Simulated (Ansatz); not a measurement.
# WSi2, pressure series

Start from WSi2 (space group I4/mmm, No. 139; a = 3.203 Å, c = 7.816 Å).

Cell and atoms are relaxed at each pressure.

Calculations: DFT with PBEsol, PAW potentials and a 420 eV plane-wave cutoff in Ansatz (a first-principles code), no spin-orbit coupling.

Candidates:
(a) pressure 22.5 GPa
(b) pressure 30 GPa
(c) pressure 9 GPa
(d) pressure 0.9 GPa

Base values:

- c/a ratio = 2.440

Task: Order them by c/a ratio, lowest first.

Result: (d) pressure 0.9 GPa (2.441), (c) pressure 9 GPa (2.447), (a) pressure 22.5 GPa (2.456), (b) pressure 30 GPa (2.460)

Load acts through the strain it causes; cell and atoms are relaxed under it. Stability against distortions was not tested. Competing high-pressure phases were not computed. All final runs are without spin polarisation.
